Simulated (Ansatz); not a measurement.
Take LaN in the zinc blende structure (space group F-43m, No. 216; a = 5.546 Å; a hypothetical phase, not in the database extracts checked) as the base.

One thing is altered: a negative pressure, −1 GPa.

Levels (all Ansatz, a quantum-chemistry and plane-wave program, PAW): PBEsol (420 eV, scalar-relativistic without spin-orbit coupling); PBEsol+SOC (420 eV, spin-orbit coupling included).

The geometry is relaxed with PBEsol.

* **PBEsol smallest direct gap**: 2.21 eV
* **PBEsol pressure**: -0.99 GPa
* **PBEsol width of the top valence band**: 2.04 eV
* **PBEsol lowest conduction level above the VBM at special points**: Γ 1.06 eV; U 2.04 eV; K 2.04 eV; X 2.21 eV

Problem. How does going to PBEsol+SOC change the smallest direct gap, pressure, width of the top valence band and lowest conduction level above the VBM at special points?

Solution. The smallest direct gap shrinks by 0.092 eV (2.21 eV → 2.11 eV); the pressure falls by 0.07 GPa, from -0.99 GPa to -1.06 GPa; the width of the top valence band goes up by 0.09 eV to 2.13 eV; the lowest conduction level above the VBM at special points changes from Γ 1.06 eV; U 2.04 eV; K 2.04 eV; X 2.21 eV to Γ 0.97 eV; U 1.88 eV; K 1.88 eV; X 2.12 eV.

Single points use the geometry relaxed with PBEsol. Differences between runs with and without spin-orbit coupling are approximate. Load acts through the strain it causes; cell and atoms are relaxed under it. No phonon test of stability was made.
